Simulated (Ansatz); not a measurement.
Consider the following.

```yaml
crystal:
  lattice:
    - [5.43164, 0.00000, 0.00000]
    - [-2.71582, 4.70394, 0.00000]
    - [0.00000, 0.00000, 4.31211]
  atoms:
    - { symbol: Mo, position: [0.66667, 0.33333, 0.25000] }
    - { symbol: Mo, position: [0.33333, 0.66667, 0.75000] }
    - { symbol: Ru, position: [0.83358, 0.16642, 0.75000] }
    - { symbol: Ru, position: [0.16642, 0.83358, 0.25000] }
    - { symbol: Ru, position: [0.66716, 0.83358, 0.25000] }
    - { symbol: Ru, position: [0.33284, 0.16642, 0.75000] }
    - { symbol: Ru, position: [0.83358, 0.66716, 0.75000] }
    - { symbol: Ru, position: [0.16642, 0.33284, 0.25000] }
```

These are PBEsol, DFPT electron-phonon coupling, linearised Boltzmann equation (plane waves, PAW, scalar-relativistic; Ansatz, an electronic-structure program) values and carry that method's errors. Cell: relaxed with this functional, without spin-orbit coupling.

### Question
Estimate the phonon-limited resistivity at 300 K, by direction if it differs.

### Answer
25 (x), 25 (y), 12.3 (z) μΩ·cm.

### Question
How long is the mean free path there?

### Answer
4.4 (x), 4.4 (y), 4.5 (z) nm, weighted by the current that each state carries. Wires not much wider than this gain resistivity from their walls.

A metal at this level (no band gap). Only scattering by harmonic phonons is included (no impurities, grain boundaries, electron-electron scattering or thermal expansion). Spin-orbit coupling is left out. Halving the electron mesh (20x20x20) moves the resistivity by up to 4 % at 300 K, the mean free path by up to 7 %. Smearing 0.20 eV; phonons on a 3x3x3 q mesh, which this run doesn't test.

Computed structure with no diffraction record at hand here (it may be known, metastable or hypothetical): MoRu3 (P6_3/mmc).
